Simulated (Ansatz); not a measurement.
C on the 1x1 (110) surface of bcc Ta, one in a 2x1 cell, energies for each (15.6 Å²). Energies are against an atom of graphite, without zero-point or thermal terms; each row is named by its start.

These are PBE (plane waves to 420 eV, PAW; Ansatz, a first-principles code) values and carry that method's errors.

Set-up: 9 atoms, 6.8 Å thick at the start under the adsorbate (thin: gaps and levels are the slab's own); mesh 5x10x1; 0.1 eV smearing; dipole correction on; 4 atoms held, the rest relaxed; each run with such symmetry as its start has; spin where the adsorbate may keep a moment, no spin-orbit, no U, no dispersion correction.

A negative adsorption energy means that the adsorbate is more stable on the surface than in its reference. Starts that drift may end in the same place. Heights count from the host atoms within 0.3 Å of the top one.

| starting site | E_ads (eV) | height (Å) | nearest host atom (Å) | bonded to | Δ work function (eV) | lateral drift (Å) | moment (μB) |
|---|---|---|---|---|---|---|---|
| top Ta | 3.70 | 1.85 | Ta 1.94 | Ta | 1.17 | 0.0 | 0.3 |
| hollow Ta-Ta-Ta | -0.85 | 0.22 | Ta 2.01 | 5 Ta | -0.24 | 0.6 | – |
| bridge Ta-Ta (span 2.9 Å) | 1.90 | 1.34 | Ta 1.97 | 2 Ta | 0.69 | 0.0 | – |
| bridge Ta-Ta (span 3.3 Å) | -0.85 | 0.22 | Ta 2.01 | 5 Ta | -0.24 | 0.0 | – |
